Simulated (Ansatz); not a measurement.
Consider a periodic stack without vacuum, rock-salt BaO (0 0 1) on cubic SrTiO3 (0 0 1) (film strained to the substrate, faces as cut): substrate slab Sr3Ti4O11, film Ba4O4, surface cells [[0, 1], [-1, 0]] and [[1, 0], [1, 1]], film strained by -0.1 and -0.1 %, faces OTi/OTi and BaO/BaO as cut (like faces can put a slab off its formula). Its start:

```xyz
26
Lattice="3.9368 0.0000 0.2558 0.0000 3.9368 0.1819 0.2411 0.7722 24.6331" Properties=species:S:1:pos:R:3 pbc="T T T"
Sr     0.5765     0.3303     3.1041
Ti     2.6665     2.3835     1.3057
O      0.7112     2.3947     1.2291
O      2.6761     0.4286     1.2654
O      2.5558     2.3078     3.3062
Sr     0.3552     0.1713     7.0055
Ti     2.4320     2.2181     5.2558
O      0.4652     2.2191     5.1410
O      2.4321     0.2517     5.1780
O      2.3137     2.1336     7.2316
Sr     0.1183     0.0045    10.9056
Ti     2.2117     2.0589     9.1915
O      0.2264     2.0496     9.0640
O      2.1985     0.0794     9.1008
O      2.0662     1.9551    11.1532
Ti     1.9517     1.8781    13.1389
O     -0.0307     1.8638    12.9698
O      1.9364    -0.1049    13.0078
Ba     1.6085     1.6029    18.0032
Ba     3.7776     3.7442    15.3296
Ba     1.0763     1.2859    23.7397
Ba     3.2853     3.4722    21.0363
O      3.4050     3.5740    18.2353
O      1.8103     1.7725    15.1608
O      3.0526     3.2608    23.9317
O      1.3220     1.3328    20.8252
```

The start was prepared with a machine-learned potential, and the result is one local minimum, with the in-plane cell held and forces under 0.04 eV/Å; the film can end far from its bulk form.

Calculation: PBE (plane waves to 420 eV, PAW; Ansatz, a quantum-chemistry and plane-wave program). Spin–orbit coupling is left out; the runs are not spin-polarised; PBE gaps are too small against experiment. Its k-point mesh 6×6×1, Fermi–Dirac width 0.05 eV.

**Question.** Predict the relaxed interface.

**Answer.** 
```
Quantity                                                                                    Value
--------------------------------------------------------------------------------  ---------------
interface area                                                                            15.5 Å²
period                                                                                    24.19 Å
gaps between the outermost planes at the two interfaces                           1.94 and 1.93 Å
Ba–Ti contacts across the interfaces within 1.22 times the sum of covalent radii   8, mean 3.39 Å
Ba–O contacts across the interfaces within 1.22 times the sum of covalent radii    8, mean 2.79 Å
Ba–Sr contacts across the interfaces within 1.22 times the sum of covalent radii   2, mean 3.96 Å
O–Ti contacts across the interfaces within 1.22 times the sum of covalent radii    2, mean 1.99 Å
```
